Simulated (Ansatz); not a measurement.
**Antifluorite K2S**

All values below come from PBE-D3(BJ) (plane waves, PAW; Ansatz, a quantum-chemistry and plane-wave program).

Numerical settings: plane-wave cutoff 500 eV, 8×8×8 k mesh, gaussian smearing 0.02 eV, scalar-relativistic PAW data made under PBE.

Cell (relaxed at this level):

```cif
data_K8S4
_chemical_formula_sum 'K8 S4'
_space_group_name_H-M_alt 'Fm-3m'
_space_group_IT_number 225
_space_group_name_Hall '-F 4 2 3'
_cell_length_a 7.33288
_cell_length_b 7.33288
_cell_length_c 7.33288
_cell_angle_alpha 90.000
_cell_angle_beta 90.000
_cell_angle_gamma 90.000
loop_
_atom_site_label
_atom_site_type_symbol
_atom_site_symmetry_multiplicity
_atom_site_Wyckoff_symbol
_atom_site_fract_x
_atom_site_fract_y
_atom_site_fract_z
_atom_site_occupancy
K1 K 8 c 0.25000 0.25000 0.25000 1
S1 S 4 a 0.00000 0.00000 0.00000 1
```
(The calculation used a cell of 3 atoms; values per cell refer to that cell.)

```yaml
band_gap: 2.46 eV (on the SCF k mesh)
```

Computed values are for the static lattice.

It cost about 9 core-seconds (a rough figure) of CPU time.
